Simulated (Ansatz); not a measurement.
Input and output of a self-consistent single point for Li2HfO3 (Cm, 6 atoms in the cell) (Ansatz, a quantum-chemistry and plane-wave program).

Method: PBEsol, default PAW files made with PBE (plane waves; Ansatz).

The change in words: lattice scaled by 0.98; basis.ecutwfc: 420 eV → 630 eV. Reference geometry:
```
Li2HfO3
1.0
    4.80618    -2.09009     0.00000
    4.80618     2.09009     0.00000
   -0.06897     0.00000     3.19758
Li Hf O
2 1 3
Direct
  0.65680   0.65680   0.52283
  0.34331   0.34331   0.49281
  0.00000   0.00000   0.00000
  0.85976   0.85976   0.49067
  0.14024   0.14024   0.50933
  0.50000   0.50000   0.00000
```

Reference input (self-consistent single point, DFT, PBEsol, plane waves, default PAW files made with PBE): basis.ecutwfc = 420 eV; kpoints.mp_grid.grid = 6 6 7; hamiltonian.xc = pbesol; hamiltonian.pseudopotentials = {kind: paw} (the program's default PAW files); scf.occupations.method = fermi_dirac; scf.occupations.width = 0.02 eV. This run's input differs from it in these lines:

Ansatz 0.2 input:
```diff
@@ -3,5 +3,5 @@
   lattice:
-    - [4.806183, -2.090086, 0.000000]
-    - [4.806183, 2.090086, 0.000000]
-    - [-0.068967, 0.000000, 3.197582]
+    - [4.710059, -2.048284, 0.000000]
+    - [4.710059, 2.048284, 0.000000]
+    - [-0.067588, 0.000000, 3.133630]
   atoms:
@@ -14,3 +14,3 @@
 basis:
-  ecutwfc: 420.0 eV
+  ecutwfc: 630.0 eV
 kpoints:
```

Log, with long lists cut:

```
SCF iter   1: F=—  HF=-17695.810464 eV  |F-HF|=—  |Δ(HF+E_count)|=         —  Δρ=1.66e-2  dr2=1.48e-1  ethr=1.77e-3  ⟨swp⟩=6.4  Hψ=8905  notcnv=0
all-band conjugate gradients solve this SCF's bands
preconditioner: auto → Resta (q_TF=auto, 2.643 Å⁻¹)
SCF iter   2: F=—  HF=-17695.772312 eV  |F-HF|=—  |Δ(HF+E_count)|=   3.82e-2  Δρ=3.20e-3  dr2=2.33e-3  ethr=2.95e-4  ⟨swp⟩=2.0  Hψ=3997  notcnv=0  defer=133
   [... lines left out ...]
SCF iter   5: F=—  HF=-17695.771631 eV  |F-HF|=—  |Δ(HF+E_count)|=   5.81e-5  Δρ=1.52e-4  dr2=1.46e-5  ethr=2.13e-7  ⟨swp⟩=2.0  Hψ=3445  notcnv=0  defer=133
SCF iter   6: F=—  HF=-17695.771651 eV  |F-HF|=—  |Δ(HF+E_count)|=   1.96e-5  Δρ=4.25e-5  dr2=1.24e-6  ethr=2.91e-8  ⟨swp⟩=2.0  Hψ=2893  notcnv=0  defer=133
SCF iter   7: F=—  HF=-17695.771652 eV  |F-HF|=—  |Δ(HF+E_count)|=   5.40e-7  Δρ=3.52e-5  dr2=6.35e-7  ethr=2.47e-9  ⟨swp⟩=2.0  Hψ=4123  notcnv=0  defer=133
SCF iter   8: F=-17695.771652 eV  HF=-17695.771652 eV  |F-HF|=1.36e-9  |Δ(HF+E_count)|=   5.36e-8  Δρ=7.32e-6  dr2=3.59e-8  ethr=2.00e-10  ⟨swp⟩=7.5  Hψ=11092  notcnv=0
SCF 1 converged in 8 iterations: F = -17695.771652 eV  dr2 = 3.59e-8
Free energy (F): -17695.771652 eV
Internal energy: -17695.771652 eV  (E = F + TS)
E sigma→0 (E₀):  -17695.771652 eV
Fermi energy:    10.989637 eV
--- Forces (eV/Å), atoms counted from 1 ---
  atom   1  Li     0.01719665     0.00000000    -0.09238709
  atom   2  Li    -0.00981871     0.00000000    -0.01341728
  atom   3  Hf     0.00027404     0.00000000     0.04236487
  atom   4  O     -0.83706844     0.00000000    -0.00816081
  atom   5  O      0.83227384     0.00000000     0.07138957
  atom   6  O     -0.00285752     0.00000000     0.00021482
--- Stress (GPa, compression-positive) ---
        7.072600      -0.000000      -0.142098
       -0.000000       9.208061      -0.000000
       -0.142096      -0.000000       9.723586
  P = ⅓ Tr σ = 8.6681 GPa (86.681 kbar)
  The stress holds the Pulay correction. Without it, at fixed plane waves, as pw.x and ABINIT print it: P = 8.6540 GPa
```

The run converged in 8 iterations. Against the reference run the free energy goes up by 7.9 meV/atom, the pressure goes from -2.15 to 8.67 GPa, the largest force goes from 0.096 to 0.837 eV/Å and the gap on the mesh goes from 4.149 to 4.302 eV.

The starting cell comes from a database of computed structures (which also holds hypothetical and non-ambient phases and stackings), without a prior relaxation at this level. Its lattice was rescaled by up to half a per cent. One atom was moved a little off its site on purpose. For this run, on top of that: lattice scaled by 0.98. Spin-orbit coupling is off. Ansatz's pressure includes its estimate of the finite-basis (Pulay) stress.
